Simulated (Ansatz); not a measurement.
Zr3N4 (model structure, started from the spinel Zr type, Fd-3m, No. 227, 14 atoms in the cell)

All values below come from LDA in Ansatz (PAW).

Run with plane-wave cutoff 520 eV, 6×6×6 k mesh, Fermi–Dirac smearing 0.01 eV, scalar-relativistic PAW data made under PBE.

Cell (relaxed with PBEsol):

```cif
data_N32Zr24
_chemical_formula_sum 'Zr24 N32'
_space_group_name_H-M_alt 'Fd-3m :1'
_space_group_IT_number 227
_space_group_name_Hall 'F 4d 2 3 -1d'
_cell_length_a 9.08288
_cell_length_b 9.08288
_cell_length_c 9.08288
_cell_angle_alpha 90.000
_cell_angle_beta 90.000
_cell_angle_gamma 90.000
loop_
_atom_site_label
_atom_site_type_symbol
_atom_site_symmetry_multiplicity
_atom_site_Wyckoff_symbol
_atom_site_fract_x
_atom_site_fract_y
_atom_site_fract_z
_atom_site_occupancy
Zr1 Zr 16 c 0.12500 0.12500 0.12500 1
Zr2 Zr 8 b 0.50000 0.50000 0.50000 1
N1 N 32 e 0.36706 0.36706 0.36706 1
```
(The calculation used a cell of 14 atoms; values per cell refer to that cell.)

| Property | Result |
|---|---|
| band gap | 0.47 eV |
| smallest direct gap on the k points sampled | 0.65 eV |

Note: the relaxation could raise the start's symmetry but not lower it, so the cell can be a saddle point; cell and atoms aren't relaxed at this level (pressure -4.1 GPa).

Spin–orbit coupling is not included.

Static lattice: no zero-point or thermal effects.

Computing time: very roughly 21 core-seconds.

A model structure was made by putting elements into a prototype or built by hand; it is no filed structure, need not be a known phase, and can be a saddle point held by its symmetry.

Ansatz is a program for electronic structure.
